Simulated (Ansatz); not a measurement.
## ZnSe in the zinc blende structure (space group F-43m, No. 216)

```yaml
crystal:
  lattice:
    - [0.00000, 2.86651, 2.86651]
    - [2.86651, 0.00000, 2.86651]
    - [2.86651, 2.86651, 0.00000]
  atoms:
    - { symbol: Se, position: [0.75000, 0.75000, 0.75000] }
    - { symbol: Zn, position: [0.00000, 0.00000, 0.00000] }
```

Method: DFT with PBE, PAW potentials and a 420 eV plane-wave cutoff in Ansatz (a first-principles code), scalar-relativistic without spin-orbit coupling, earlier PAW set. Settings: 10×10×10 k-points, 0.05 eV Fermi–Dirac smearing.

| Item | Value |
|---|---|
| Volume per atom | 23.55 Å³ |
| Density | 5.09 g/cm³ |
| Band gap | 1.15 eV, direct at Γ |
| Electron mass | 0.089 mₑ |
| Hole mass (degenerate bands, along [100]) | 0.094, 0.63, 0.63 mₑ |
| Lowest conduction-band minima above the VBM | Γ 1.15 eV; L along ⟨111⟩ 2.48 eV |
| Total energy | -4394.774 eV/atom (σ→0; compares only within this code and set-up) |

Effective masses come from finite differences of ±0.01 Å⁻¹. Stability against distortions was not tested.
